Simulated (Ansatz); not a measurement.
## Cu: biaxial strain +0.83 %, plane normal [111], relaxed out of plane

Take Cu in the fcc (Cu type) structure (space group Fm-3m, No. 225; a = 3.577 Å; relaxed with 0.1 eV smearing) as the base. Axes: x, y, z lie along the cube axes.

It is then changed as follows: biaxial strain +0.83 %, plane normal [111], relaxed out of plane (Cartesian); in-plane vectors clamped, the third vector and the atoms free.

Computed with r2SCAN (Ansatz, a first-principles code), no spin-orbit coupling. k-mesh 32×32×32 (Γ-centred); smearing 0.1 eV (Fermi–Dirac).

Volume per atom: 11.56 Å³ (base 11.44 Å³)
Space group: R-3m (No. 166) (base Fm-3m (No. 225))
Energy relative to the base (free energy F): +1.5 meV/atom
Band gap: zero (base zero)
Out-of-plane strain: -0.59 %
Ratio −ε⊥/ε∥: 0.71
Mean in-plane stress (compression positive): -2.5 GPa

Final structure (turned so that z lies along the plane normal):

```
Cu
1.0
    2.55014     0.00000     0.00000
    1.27507     2.20849     0.00000
    1.27507    -0.73616     2.05286
Cu
1
Direct
  0.00000   0.00000   0.00000
```

Stability against distortions was not tested. The final runs are not spin-polarised.
